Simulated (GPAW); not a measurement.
Band structure of CaMg (Cm, 6 atoms in the cell).

```
CELL_PARAMETERS angstrom
      6.62631    -1.82170     0.00000
      6.62631     1.82170     0.00000
     -2.25708     0.00000     7.97159
ATOMIC_POSITIONS crystal
  Ca 0.02007 0.02007 0.00644
  Ca 0.37778 0.37778 0.27387
  Ca 0.32602 0.32602 0.66711
  Mg 0.66105 0.66105 0.34158
  Mg 0.05745 0.05745 0.60790
  Mg 0.72429 0.72429 0.93642
```

Method of the run: LDA (Perdew-Wang 92), GPAW PAW datasets LDA (gpaw-data 1.0.1) (plane waves; GPAW).

Settings: mode = pw; ecut = 800 eV; xc = LDA; kpts = 5 5 2; mesh shift (steps) = 0 0 0; occupations.name = methfessel-paxton; occupations.width = 0.05 eV; occupations.order = 0; nbands = -14; symmetry.symmorphic = false; symmetry.tolerance = 0.0005; maxiter = 150; bandpath_npoints = 40.

The starting cell comes from a database of computed structures (which also holds hypothetical and non-ambient phases and stackings), without a prior relaxation at this level. Its lattice was rescaled by a random factor within 2.5 % of one.

Levels in eV from the Fermi level, bands 27 to 34:
```tsv
point	27	28	29	30	31	32	33	34
Γ	-2.84	-1.47	-1.34	-0.94	-0.55	0.74	1.06	1.37
Y	-2.91	-2.55	-1.20	-0.90	0.61	0.87	0.92	1.80
F	-2.34	-1.81	-1.57	-0.85	0.21	0.77	0.99	1.16
L	-3.15	-2.79	-0.73	-0.27	0.26	0.84	1.16	1.40
Z	-2.00	-1.54	-0.56	-0.35	-0.28	0.00	0.57	0.77
N	-1.87	-1.30	-0.62	-0.29	0.13	0.27	0.70	0.85
M	-1.21	-0.84	-0.52	-0.35	-0.15	0.13	0.58	0.73
```

Bands cross the Fermi level along this path, so the cell is metallic at this level.
